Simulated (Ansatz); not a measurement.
Take Cu in the fcc (Cu type) structure (space group Fm-3m, No. 225; a = 3.630 Å; relaxed with 0.1 eV smearing) as the base. Axes: x, y, z lie along the cube axes.

The values are results of PBE/PAW in Ansatz (a program for electronic structure), without spin-orbit coupling, not measurements.

Perturbation: every lattice vector is shortened by 2.50 %, atoms relaxed at fixed cell.

Problem. Predict the stress tensor and what it implies for the stiffness.

Solution. Stress of the strained cell less that of the base (GPa, compression positive):
```
   13.0     0.0     0.0
    0.0    13.0     0.0
    0.0     0.0    13.0
```

Then B = −ΔP/(ΔV/V₀) with ΔV/V₀ = -0.0731 gives secant stiffness values (nonlinear terms included at this strain): B ≈ 177 GPa.

As a check, the harmonic strain energy −½ V₀ Δσ:ε is 36 meV/atom; the computed energy rise is 33 meV/atom.

Stability against distortions was not tested. All final runs are without spin polarisation.
